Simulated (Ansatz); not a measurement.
antifluorite Mg2Si (1 1 1) on zinc-blende CdTe (1 1 1) (film strained to the substrate, started from cuts of the bulks and a machine-learned relaxation; metallic at this level, with no gap by band count; slabs Cd4Te4 and Mg6Si3, which can lie off the formulas)…

A periodic stack without vacuum, antifluorite Mg2Si (1 1 1) on zinc-blende CdTe (1 1 1) (film strained to the substrate, started from cuts of the bulks and a machine-learned relaxation; metallic at this level, with no gap by band count; slabs Cd4Te4 and Mg6Si3, which can lie off the formulas): substrate slab Cd4Te4, film Mg6Si3, surface cells [[0, 1], [-1, 0]] and [[0, 1], [-1, 0]], film strained by +4.0 and +4.0 %, outermost planes Te/Cd and Mg/Mg as cut, which need not be the usual terminations and can put a slab off its formula.

The start was prepared with a machine-learned potential, and the result is one local minimum, with the in-plane cell held and forces under 0.04 eV/Å; the film can end far from its bulk form.

These are PBE (plane waves to 420 eV, PAW; Ansatz, a first-principles code) values and carry that method's errors. Spin–orbit coupling is left out. Its k-point mesh 6×6×1, Fermi–Dirac width 0.05 eV.

```
Quantity                                                                                                          Result
--------------------------------------------------------------------------------  --------------------------------------
interface area                                                                                                   19.0 Å²
period                                                                                                           26.92 Å
heights between the nearest atoms of the two slabs at the two interfaces                                 1.69 and 1.14 Å
Cd–Mg contacts across the interfaces within 1.22 times the sum of covalent radii                          3, mean 3.19 Å
Mg–Te contacts across the interfaces within 1.22 times the sum of covalent radii                          3, mean 2.94 Å
Cd–Si contacts across the interfaces within 1.22 times the sum of covalent radii                          1, mean 2.60 Å
two interfaces                                                                    unlike, so that offsets are their mean
spin-polarised check at this geometry                                                            falls back to no moment
slope of the mean potential energy in the substrate                                                       -5.9 MV/cm × e
```

```xyz
17
Lattice="4.6822 -0.0018 -0.0439 -2.3408 4.0543 -0.0458 1.6067 -1.4811 26.9343" Properties=species:S:1:pos:R:3 pbc="T T T"
Cd    -1.1055     3.7158     3.6114
Cd     1.2966     2.4285     7.4307
Cd     3.6720     1.1364    11.2612
Cd     5.9552    -0.2406    15.0397
Te    -1.0153     3.7087     0.7595
Te     1.2500     2.3839     4.5978
Te     3.6443     1.0920     8.4265
Te     6.0189    -0.2013    12.2671
Mg    -0.9841     1.1948    16.7689
Mg     1.3812     2.5830    18.5910
Mg     1.3861    -0.0909    20.5454
Mg     3.7369     1.2843    22.2202
Mg     1.2030     2.5384    24.1955
Mg     0.6206    -0.4709    26.5935
Si     1.3754    -0.1350    17.6786
Si     1.3946     2.6236    21.2930
Si     3.5631     1.2048    24.8717
```
